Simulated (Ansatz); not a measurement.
An Ansatz (an electronic-structure program) run: TiO2 with a change (biaxial strain +1.20 %, plane normal [001], relaxed out of plane); plane-wave PAW DFT at the LDA level (Ansatz, 420 eV), no spin-orbit coupling.

Input:

Ansatz 0.2 input:
```yaml
crystal:
  lattice:
    - [3.7842168338, 0, 0]
    - [0, 3.7842168338, 0]
    - [1.8921084169, -1.8921084169, 4.699174206]
  atoms:
    - { symbol: Ti, position: [0.25, 0.25, 0.5] }
    - { symbol: Ti, position: [0, 0, 0] }
    - { symbol: O, position: [0.4579847797, 0.0420152203, 0.0840304406] }
    - { symbol: O, position: [0.2079847797, 0.7920152203, 0.5840304406] }
    - { symbol: O, position: [0.7920152203, 0.2079847797, 0.4159695594] }
    - { symbol: O, position: [0.0420152203, 0.4579847797, 0.9159695594] }
basis: { ecutwfc: 420, ecutrho_ratio: 4, xc_grid: 2, fft_grid_basis: typed }
kpoints: { mp_grid: { grid: [12, 12, 12] } }
hamiltonian:
  xc: lda
  dispersion: none
  pseudopotentials: { kind: paw }
scf: { occupations: { method: fermi_dirac, width: 0.05 } }
relax: { f_tol: 0.005, max_steps: 50, cell: { stress_tol: 0.01, fix: [a, b, gamma] } }
output: { forces: true, stress: true }
checkpoint: { write: state.ck, write_every: 1000 }
```

Output (explanatory and most iteration lines left out):

```
Relaxation: its limit of steps is 50 (relax.max_steps)
Pseudopotential: Ti, paw, valence charge 12
Pseudopotential: O, paw, valence charge 6
Crystal: 6 atoms, lattice volume = 67.294 Å³
Basis set: ecut = 420 eV, 1299 PW (Γ), exchange–correlation on 54×54×80 points (8 copies of the dense FFT grid, shifted against one another)
Bands: 30, of which v1, the nominal top of the filled ones, is band 24 counted from 1 (23 counted from 0)
Symmetry: 16 space group operations
Space group: I41/amd (ITA 141), of the structure as read, at distance tolerance 4.1e-5 Å
k-points: 163 of 1728
Functional: x = slater, c = lda
SCF iter   1: F=—  HF=-7130.489689 eV  |F-HF|=—  |Δ(HF+E_count)|=         —  Δρ=1.93e-2  dr2=2.22e-1  ethr=1.77e-3  ⟨swp⟩=5.3  Hψ=20056  notcnv=0
SCF iter   2: F=—  HF=-7130.505814 eV  |F-HF|=—  |Δ(HF+E_count)|=   1.61e-2  Δρ=2.30e-2  dr2=3.31e-1  ethr=4.63e-4  ⟨swp⟩=2.0  Hψ=9501  notcnv=0  defer=245
SCF 1 converged in 7 iterations: F = -7130.439770 eV  dr2 = 2.83e-9
relax step   1: F+E_penalty+E_count = -7130.43976979 eV  Δ(F+E_penalty+E_count) = +0.000e0 eV  max|allowed force component| = 1.288e-1 eV/Å  Δτ_max = 0.0000 Å  P = -3.864 GPa  Ω = 67.294 Å³  fix = [a, b, gamma]  reactions: a -5.350, b -5.350 GPa  (7 SCF iters, dr2 threshold 1.00e-7 eV, accepted)
[... steps on the carried basis left out ...]
relax step   7: F+E_penalty+E_count = -7130.44798990 eV  Δ(F+E_penalty+E_count) = -3.853e-4 eV  max|allowed force component| = 9.311e-5 eV/Å  Δτ_max = 0.0011 Å  P = -2.479 GPa  Ω = 66.495 Å³  energy of the carried Pulay correction = +3.526e-4 eV  fix = [a, b, gamma]  reactions: a -3.719, b -3.719 GPa  (5 SCF iters, dr2 threshold 8.39e-8 eV, accepted)
Crystal: 6 atoms, lattice volume = 66.495 Å³
SCF iter   1: F=—  HF=-7130.447638 eV  |F-HF|=—  |Δ(HF+E_count)|=         —  Δρ=1.20e-5  dr2=1.94e-8  ethr=7.22e-9  ⟨swp⟩=4.0  Hψ=35105  notcnv=0
SCF iter   2: F=—  HF=-7130.447638 eV  |F-HF|=—  |Δ(HF+E_count)|=   1.55e-9  Δρ=6.42e-6  dr2=8.09e-9  ethr=4.03e-11  ⟨swp⟩=2.0  Hψ=7981  notcnv=0
SCF 8 converged in 6 iterations: F = -7130.447638 eV  dr2 = 9.75e-14
SCF converged after 6 iterations
Free energy (F): -7130.447638 eV
Internal energy: -7130.447638 eV  (E = F + TS)
E sigma→0 (E₀):  -7130.447638 eV
Fermi energy:    8.331124 eV
--- Forces (eV/Å), atoms counted from 1 ---
  atom   1  Ti    -0.00000000    -0.00000000     0.00000000
  atom   2  Ti     0.00000000     0.00000000    -0.00000000
  atom   3  O      0.00000000     0.00000000    -0.00012957
  atom   4  O     -0.00000000    -0.00000000    -0.00012957
  atom   5  O     -0.00000000    -0.00000000     0.00012957
  atom   6  O      0.00000000     0.00000000     0.00012957
--- Stress (GPa, compression-positive) ---
       -3.720035       0.000000       0.000000
        0.000000      -3.720035       0.000000
        0.000000       0.000000      -0.009946
  P = ⅓ Tr σ = -2.4833 GPa (-24.833 kbar)
--- Relaxed structure (6 steps of the walk, 5 accepted, 2 SCFs on fresh bases) ---
  cell:  # Å, volume = 66.4950 Å³
    - [3.7842168338, 3.555177043429926e-111, 9.183026650181246e-33]
    - [3.555177043429926e-111, 3.7842168338, 1.0526884208744354e-33]
    - [1.8921084169, -1.8921084169, 4.643409054381653]
  atoms:
    - { symbol: Ti, position: [0.25, 0.25, 0.5] }
    - { symbol: Ti, position: [3.0762913509393215e-20, -3.076291350938976e-20, -6.152582701877951e-20] }
    - { symbol: O, position: [0.4603907576292548, 0.039609242370745215, 0.07921848474149043] }
    - { symbol: O, position: [0.21039075762925485, 0.7896092423707454, 0.5792184847414905] }
    - { symbol: O, position: [0.7896092423707455, 0.21039075762925474, 0.4207815152585095] }
    - { symbol: O, position: [0.03960924237074531, 0.4603907576292547, 0.9207815152585094] }
```

Whether these cells are dynamically stable was not tested. The final runs are not spin-polarised. The cell was made from TiO2 in the anatase structure (space group I4_1/amd, No. 141) by this change: biaxial strain +1.20 %, plane normal [001], relaxed out of plane.
